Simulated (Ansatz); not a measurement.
# How the lattice constant a of C (model structure, P4₂/ncm, No. 138, 12 atoms in the cell) moves with the method

No measured value is used here.

| level (code) | value (Å) |
|---|---|
| LDA (Ansatz) | [?] |
| PBE (Ansatz) | [?] |
| PBEsol (Ansatz) | 3.411 |
| PBE-D3(BJ) (Ansatz) | 3.413 |
| r²SCAN (Ansatz) | 3.417 |
| r²SCAN+rVV10 (Ansatz) | 3.415 |

**Question.** Some entries are withheld; supply them.

**Answer.** 
- LDA (Ansatz, a first-principles code), value (Å): 3.390
- PBE (Ansatz), value (Å): 3.427

Cutoffs differ between the levels. Ansatz's density-functional and Hartree–Fock values are scalar-relativistic unless marked +SOC, with PAW data made under PBE.

A model structure was made by putting elements into a prototype or built by hand; it is no filed structure, need not be a known phase, and can be a saddle point held by its symmetry.
